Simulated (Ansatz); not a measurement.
CrCuO2 under a change: ↑↓ start, q = (0, 1/2, 1/2), 8 atoms

Consider CrCuO$_{2}$ (space group R-3m, No. 166; a = 2.964 Å, c = 16.920 Å (hexagonal axes); ferromagnetic).

Perturbation: the moments start antiparallel in the pattern ↑↓ in a 8-atom cell (cell doubled with q = (0, 1/2, 1/2) in the reciprocal basis of the base), and the cell is relaxed again.

Computed with plane-wave PAW DFT at the PBEsol level (Ansatz, a first-principles code, 420 eV), scalar-relativistic without spin-orbit coupling. Settings: 7×11×6 k-points, 0.05 eV Fermi–Dirac smearing, for the changed cell.

The shortest interatomic distance goes up by 0.010 bohr to 3.467 bohr and the energy decreases by 16 meV/atom. The band gap rises by 0.285 eV, from 0.92 eV to 1.20 eV and the gap character (in this cell's own zone, which can be folded) amounts to indirect, Z → k = (0.286, 0, -0.167) in the run's primitive reciprocal basis. The magnetic state changes from ferromagnetic to antiferromagnetic (moments cancel).

The magnetic state is the one reached from the starting moments; the real material's order can differ, and small cells can't hold many antiferromagnetic ones. Stability against distortions was not tested. No Hubbard U is applied. Where the two band edges lie in opposite spin channels, the gap is a spin-flip gap. Labels are those of the standard path for the cell's own space group.
